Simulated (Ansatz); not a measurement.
Consider ZnS in the wurtzite structure (space group P6_3mc, No. 186; a = 3.7383 Å, c = 6.1429 Å).

Structures relaxed with Kohn–Sham DFT with the LDA functional, run in Ansatz (a program for electronic structure) with PAW and 420 eV plane waves, no spin-orbit coupling.

Base:

Simulated powder pattern, Co Kα, λ = 1.79026 Å (kinematic, ideal powder, no thermal factors, no anomalous dispersion; the 8 strongest lines at most, above 2 %, up to 2θ = 90°):

```tsv
2θ (°)	I/Imax (%)	hkl
32.10	91	(100)
33.89	58	(002)
36.43	100	(101)
47.37	34	(102)
57.23	67	(110)
62.30	68	(103)
68.20	45	(112)
89.64	26	(203)
```

After one change:

Simulated powder pattern, Co Kα, λ = 1.79026 Å (kinematic, ideal powder, no thermal factors, no anomalous dispersion; the 8 strongest lines at most, above 2 %, up to 2θ = 90°):

```
2θ (°)  I/Imax (%)
------  ----------
32.71           90
34.53           58
37.12          100
48.30           33
58.38           66
63.57           67
69.62           44
71.23           15
```

Question: Name the change that was made.
A. isotropic strain −3.00 %
B. isotropic strain −1.80 %
C. isotropic strain −0.60 %
D. isotropic strain −1.20 %

Answer: B, isotropic strain −1.80 %. Its volume per atom is 17.60 Å³ against 18.59 Å³, and its space group is P6_3mc (No. 186).

Whether these cells are dynamically stable was not tested.
